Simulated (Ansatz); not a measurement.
By PBEsol, the system below comes out a metal.

```
CELL_PARAMETERS angstrom
      3.12646     0.00000     0.00000
     -1.56323     2.70760     0.00000
      1.56323     0.90253     2.55275
ATOMIC_POSITIONS crystal
  Hf 0.00000 0.00000 0.00000
  N  0.00000 0.50000 0.50000
```

The cell is strained (all lengths scaled by 0.98); by PBEsol it stands under a pressure of 17.1 GPa.

The current flows along the normal of the first two printed cell vectors, the (111) plane of the conventional cell. No spin-orbit coupling; the value is a mean over 0.1 eV about the Fermi level.

Q: Compute, with PBEsol in Ansatz (a first-principles code), the ballistic conductance per area.

A: 1.3 × 10¹⁵ S/m² for both spins.
